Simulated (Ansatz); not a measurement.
The parent structure is CdS in the wurtzite structure (space group P6_3mc, No. 186; a = 4.1244 Å, c = 6.7082 Å).

It is then changed as follows: every lattice vector is shortened by 1.20 %; the atoms relax in the strained cell.

Level of theory: PBEsol (Ansatz, a first-principles code; PAW; 420 eV plane waves; no spin-orbit coupling).

Base, band edges from the VBM (valence, conduction): K -1.70, 4.49; H -1.15, 4.31; M -0.78, 3.63; L -1.37, 3.36; A -0.40, 2.75; Γ 0.00, 1.09 eV.

### Question
Give the band edges at the high-symmetry points of the new zone, measured from its valence-band maximum.

### Answer
```
point  valence edge (eV)  conduction edge (eV)
-----  -----------------  --------------------
Γ                   0.00                  1.17
M                  -0.83                  3.70
K                  -1.81                  4.40
A                  -0.43                  2.82
L                  -1.45                  3.37
H                  -1.23                  4.36
```

The gap is 1.17 eV, direct at Γ.

No phonon test of stability was made.
